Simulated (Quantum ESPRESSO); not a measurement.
## A short convergence ladder for Sb (Im-3m, 1 atom in the cell)

```
CELL_PARAMETERS angstrom
     -1.86198     1.86198     1.86198
      1.86198    -1.86198     1.86198
      1.86198     1.86198    -1.86198
ATOMIC_POSITIONS crystal
  Sb 0.00000 0.00000 0.00000
```

Base method: LDA (PZ), GBRV 1.5 ultrasoft (LDA) pseudopotentials (plane waves; Quantum ESPRESSO).

Base settings: ecutwfc = 40 Ry; ecutrho = 200 Ry; occupations = smearing; smearing = gauss; degauss = 0.0073499 Ry; potentials = {Sb: sb_lda_v1.4.uspp.F.UPF}; K_POINTS = automatic 12 12 12 0 0 0; conv_thr = 1e-11 Ry; mixing_beta = 0.3.

The count of work is k-points × plane waves × bands × iterations; it is no time. Core times come from one kind of shared machine, to one figure; runs under 30 s give none.

**The size of a vacancy's supercell**

On Sb (Im-3m, 2 atoms in the cell), and larger cells.

Steps: 2 x 1 x 1 supercell, one Sb atom taken out, nothing relaxed; 2 x 2 x 1 supercell, one Sb atom taken out, nothing relaxed; and so on, with the mesh thinned in proportion.

Only quantities that move along the ladder and can be compared are tabulated.

| atoms | unrelaxed vacancy energy (eV) | count of work / last | core time / last (rough) |
|---|---|---|---|
| 2 | 0.810 | 0.082 | 0.04 |
| 4 | 0.661 | 0.16 | 0.1 |
| 8 | 0.761 | 0.19 | 0.1 |
| 12 | 0.698 | 1.0 | 1 |

Smallest size that holds the unrelaxed vacancy energy within 0.1 eV: not settled: the last two steps still differ by 0.064 eV, over half the tolerance, so the ladder does not show it.

On the base run: the starting cell comes from a database of computed structures (which also holds hypothetical and non-ambient phases and stackings), without a prior relaxation at this level. Its lattice was rescaled by up to half a per cent.
